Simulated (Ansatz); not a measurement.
# BeTe in the zinc blende structure (space group F-43m, No. 216)

```yaml
crystal:
  lattice:
    - [0.00000, 2.82841, 2.82841]
    - [2.82841, 0.00000, 2.82841]
    - [2.82841, 2.82841, 0.00000]
  atoms:
    - { symbol: Be, position: [0.00000, 0.00000, 0.00000] }
    - { symbol: Te, position: [0.25000, 0.25000, 0.25000] }
```

Calculations: r2SCAN/PAW in Ansatz (a first-principles code), scalar-relativistic without spin-orbit coupling. Γ-centred 10×10×10 mesh, Fermi–Dirac width 0.05 eV.

| Property | Value |
|---|---|
| Volume per atom | 22.63 Å³ |
| Density | 5.01 g/cm³ |
| Band gap | 2.37 eV, indirect, Γ → X |
| Electron mass | 2.1 mₑ along k, 0.25 mₑ across |
| Hole mass (degenerate bands, along [100]) | 0.21, 0.35, 0.35 mₑ |
| Lowest conduction-band minima above the VBM | X along ⟨100⟩ 2.37 eV; L along ⟨111⟩ 3.51 eV |
| Total energy | -3544.545 eV/atom (σ→0; compares only within this code and set-up) |

Spin-orbit coupling, missing from the scalar runs, can matter with Te. Effective masses come from finite differences of ±0.01 Å⁻¹. Along k means along the line from Γ to the band edge. No phonon test of stability was made.
